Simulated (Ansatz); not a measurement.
**GaN (model structure, started from the GeS type, Fm-3m, No. 225, 8 atoms in the cell; like a known high-pressure phase)**

These are r²SCAN+SOC in Ansatz (PAW) values and carry that method's errors.

Run with plane-wave cutoff 560 eV, 8×18×18 k mesh (along the axes of the cell as run), Fermi–Dirac smearing 0.05 eV, PAW data made under PBE.

Cell (relaxed with PBEsol):

```cif
data_Ga4N4
_chemical_formula_sum 'Ga4 N4'
_space_group_name_H-M_alt 'P 1'
_space_group_IT_number 1
_cell_length_a 8.43887
_cell_length_b 2.98359
_cell_length_c 2.98359
_cell_angle_alpha 90.000
_cell_angle_beta 90.000
_cell_angle_gamma 90.000
loop_
_space_group_symop_operation_xyz
  'x, y, z'
loop_
_atom_site_label
_atom_site_type_symbol
_atom_site_fract_x
_atom_site_fract_y
_atom_site_fract_z
_atom_site_occupancy
Ga1 Ga 0.12500 0.25000 0.25000 1
Ga2 Ga 0.37500 0.75000 0.75000 1
Ga3 Ga 0.87500 0.75000 0.75000 1
Ga4 Ga 0.62500 0.25000 0.25000 1
N1 N 0.87500 0.25000 0.25000 1
N2 N 0.62500 0.75000 0.75000 1
N3 N 0.12500 0.75000 0.75000 1
N4 N 0.37500 0.25000 0.25000 1
```

```yaml
band_gap: 1.15 eV (on the SCF k mesh)
```

Note: cell and atoms aren't relaxed at this level (pressure -0.4 GPa).

The computed numbers hold no vibrational or temperature effects.

Computing time: very roughly 22 core-minutes.

A model structure was made by putting elements into a prototype or built by hand; it is no filed structure, need not be a known phase, and can be a saddle point held by its symmetry.

Ansatz is a quantum-chemistry and plane-wave program.
